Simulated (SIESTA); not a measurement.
## Worked example: self-consistent single point of SrC₂ (C2/c, 6 atoms in the cell) in SIESTA

Level of theory: SIESTA 5.4.2 with LDA PW92, numerical atomic orbitals DZP, PseudoDojo LDA standard norm-conserving potentials (rewritten from UPF to PSML).

The input file:

```
# files in the folder: Sr.psml C.psml (PseudoDojo LDA standard)
SystemName  SrC2
SystemLabel src2

NumberOfAtoms                6
NumberOfSpecies              2
%block ChemicalSpeciesLabel
  1 38 Sr
  2 6 C
%endblock ChemicalSpeciesLabel
LatticeConstant              1.0 Ang
%block LatticeVectors
     3.529130000   -2.215835000    0.000000000
     3.529130000    2.215835000    0.000000000
    -2.385470000    0.000000000    7.414393000
%endblock LatticeVectors
AtomicCoordinatesFormat      Ang
%block AtomicCoordinatesAndAtomicSpecies
     1.740027500    1.423319454    5.560794750  1
     2.932762500   -1.423319454    1.853598250  1
     0.613188799   -0.651189590    4.134339681  2
     4.059601201    0.651189590    3.280053319  2
     2.866866201   -0.651189590    6.987249819  2
     1.805923799    0.651189590    0.427143181  2
%endblock AtomicCoordinatesAndAtomicSpecies

XC.functional                LDA
XC.authors                   PW92
PAO.BasisSize                DZP
PAO.EnergyShift              0.01 Ry
MeshCutoff                   400 Ry
%block kgrid.MonkhorstPack
    6   0   0  0.0
    0   6   0  0.0
    0   0   3  0.0
%endblock kgrid.MonkhorstPack
OccupationFunction           FD
ElectronicTemperature        10 K

MaxSCFIterations             150
SCF.Mixer.Method             Pulay
SCF.Mixer.Weight             0.2
SCF.Mixer.History            8
SCF.DM.Tolerance             1.0E-04
Diag.ParallelOverK           true
WriteForces                  true
Charge.Mulliken              end
```

Output (repeated stretches shortened):

```
reinit: Reading from file input.fdf

reinit: System Name: SrC2
reinit: System Label: src2

coor:   Atomic-coordinates input format  =     Cartesian coordinates
coor:                                          (in Angstroms)

siesta: Atomic coordinates (Bohr) and species
siesta:      3.28818   2.68968  10.50838  1        1
siesta:      5.54212  -2.68968   3.50279  1        2
siesta:      1.15876  -1.23057   7.81277  2        3
siesta:      7.67153   1.23057   6.19840  2        4
siesta:      5.41759  -1.23057  13.20399  2        5
siesta:      3.41270   1.23057   0.80718  2        6

siesta: System type = bulk

initatomlists: Number of atoms, orbitals, and projectors:      6    70    68

siesta: ******************** Simulation parameters ****************************
redata: Spin configuration                          = none
redata: Time-Reversal Symmetry                      = T
redata: Number of Atomic Species                    =        2
redata: Mesh Cutoff                                 =   400.0000 Ry
redata: Net charge of the system                    =     0.0000 |e|
redata: Min. number of SCF Iter                     =        0
redata: Max. number of SCF Iter                     =      150
redata: SCF convergence failure will abort job
redata: SCF mix quantity                            = Hamiltonian
redata: Mix DM or H after convergence               =   F
redata: Recompute H after scf cycle                 =   F
redata: Mix DM in first SCF step                    =   T
redata: No kicks to SCF
redata: DM Mixing Weight for Kicks                  =     0.5000
redata: Require Harris convergence for SCF          =   F
redata: Harris energy tolerance for SCF             =     0.000100 eV
redata: Require DM convergence for SCF              =   T
redata: DM tolerance for SCF                        =     0.000100
redata: Require EDM convergence for SCF             =   F
   [... lines left out ...]
diag: Parallel distribution                         =     1 x     1
diag: Used triangular part                          = Lower
diag: Absolute tolerance                            =  0.100E-15
diag: Orthogonalization factor                      =  0.100E-05
diag: Memory factor                                 =  1.0000

superc: Internal auxiliary supercell:     7 x     7 x     3  =     147
superc: Number of atoms, orbitals, and projectors:    882  10290   9996

                        Single-point calculation

superc: Internal auxiliary supercell:     7 x     7 x     3  =     147
superc: Number of atoms, orbitals, and projectors:    882  10290   9996

outcell: Unit cell vectors (Ang):
        3.529130   -2.215835    0.000000
        3.529130    2.215835    0.000000
       -2.385470    0.000000    7.414393

outcell: Cell vector modules (Ang)   :    4.167095    4.167095    7.788690
outcell: Cell angles (23,13,12) (deg):    105.0335    105.0335     64.2470
outcell: Cell volume (Ang**3)        :    115.9607
new_DM -- step:     1
Initializing Density Matrix...

Attempting to read DM from file... Failed...
DM filled with atomic data:

InitMesh: MESH = 48 x 48 x 90 = 207360
InitMesh: Mesh cutoff (required, used) =   400.000   407.226 Ry

stepf: Fermi-Dirac step function
        iscf     Eharris(eV)        E_KS(eV)     FreeEng(eV)     dDmax    Ef(eV) dHmax(eV)
   scf:    1    -2506.144731    -2512.527083    -2512.527083  1.618008 -7.358868  6.328850
   scf:    2    -2517.368507    -2515.125157    -2515.125157  0.088805 -8.055947  3.683105
   scf:    3    -2517.057464    -2516.519870    -2516.519870  0.173958 -4.618365  0.351007
   scf:    4    -2516.216455    -2516.419222    -2516.419222  0.071583 -4.801194  1.072746
   scf:    5    -2516.601993    -2516.532396    -2516.532396  0.043789 -4.905624  0.201765
   scf:    6    -2516.538355    -2516.536442    -2516.536442  0.009421 -4.912951  0.006701
   scf:    7    -2516.536450    -2516.536447    -2516.536447  0.000215 -4.910729  0.003404
   scf:    8    -2516.536447    -2516.536447    -2516.536447  0.000236 -4.907677  0.002484
   scf:    9    -2516.536448    -2516.536448    -2516.536448  0.000095 -4.907841  0.000543
SCF Convergence by DM+H criterion
max |DM_out - DM_in|         :     0.0000954134
max |H_out - H_in|      (eV) :     0.0005427826
SCF cycle converged after 9 iterations

Using DM_out to compute the final energy and forces

siesta: E_KS(eV) =            -2516.5364

siesta: E_KS - E_eggbox =     -2516.5364

siesta: Atomic forces (eV/Ang):
     1   -0.000000    0.161542    0.000000
     2    0.000000   -0.161542   -0.000000
     3    0.219022    1.584360    1.451112
     4   -0.219022   -1.584360   -1.451112
     5   -0.219022    1.584360   -1.451112
     6    0.219022   -1.584360    1.451112
   Tot   -0.000000   -0.000000   -0.000000
   Max    1.584360
   Res    1.019471    sqrt( Sum f_i^2 / 3N )
   Max    1.584360    constrained

Stress tensor Voigt[x,y,z,yz,xz,xy] (kbar):       16.65      -24.01      -11.78        0.00       -4.60       -0.00
(Free)E + p*V (eV/cell)    -2516.0747
Target enthalpy (eV/cell)    -2516.5364

siesta: Program's energy decomposition (eV):
siesta: Ebs     =      -653.267196
siesta: Eions   =      4497.467725
siesta: Ena     =      1461.099724
siesta: Ekin    =       919.811936
siesta: Enl     =       264.704989
siesta: Eso     =         0.000000
siesta: Edftu   =         0.000000
siesta: DEna    =        10.726522
siesta: DUscf   =         2.935477
siesta: DUext   =         0.000000
siesta: Ex      =      -603.951622
siesta: Ec      =       -74.395749
siesta: Exc     =      -678.347371
siesta: Eharris =     -2516.536448
siesta: Etot    =     -2516.536448
siesta: FreeEng =     -2516.536448

siesta: Atomic forces (eV/Ang):
siesta:      1   -0.000000    0.161542    0.000000
siesta:      2    0.000000   -0.161542   -0.000000
siesta:      3    0.219022    1.584360    1.451112
siesta:      4   -0.219022   -1.584360   -1.451112
siesta:      5   -0.219022    1.584360   -1.451112
siesta:      6    0.219022   -1.584360    1.451112
siesta: ----------------------------------------
siesta:    Tot   -0.000000   -0.000000   -0.000000

siesta: Stress tensor (static) (eV/Ang**3):
siesta:     0.010393   -0.000000   -0.002873
siesta:    -0.000000   -0.014988    0.000000
siesta:    -0.002873    0.000000   -0.007351

siesta: Cell volume =        115.960658 Ang**3

siesta: Pressure (static):
siesta:                Solid            Molecule  Units
siesta:           0.00004337          0.00044830  Ry/Bohr**3
siesta:           0.00398194          0.04116127  eV/Ang**3
siesta:           6.37976503         65.94762825  kBar

mulliken: Atomic and Orbital Populations:

Species: Sr
Atom  Qatom  Qorb
               4s      5s      5s      4py     4pz     4px     5py     5pz
               5px
   1  9.322   1.980   0.664  -0.097   1.981   1.984   1.978   0.285   0.280
              0.268
   2  9.322   1.980   0.664  -0.097   1.981   1.984   1.978   0.285   0.280
              0.268

Species: C
Atom  Qatom  Qorb
               2s      2s      2py     2pz     2px     2py     2pz     2px
               3Pdxy   3Pdyz   3Pdz2   3Pdxz   3Pdx2-y2
   3  4.339   1.039   0.261   0.964   0.925   0.747   0.105   0.113   0.111
              0.015   0.012   0.019   0.015   0.012
   4  4.339   1.039   0.261   0.964   0.925   0.747   0.105   0.113   0.111
   [... 5 lines left out ...]

mulliken: Qtot =       36.000

Mulliken Atomic Populations:
Atom #   charge [q] valence [e]  Species
     1     0.677893    9.322107  Sr
     2     0.677893    9.322107  Sr
     3    -0.338947    4.338947  C
     4    -0.338947    4.338947  C
     5    -0.338947    4.338947  C
     6    -0.338947    4.338947  C
 Total    -0.000000
```

The run converged in 9 iterations.

The starting cell comes from a database of computed structures (which also holds hypothetical and non-ambient phases and stackings), without a prior relaxation at this level. Values carry the incompleteness of an atom-centred basis. Forces in this geometry exceed 1 eV/Å.
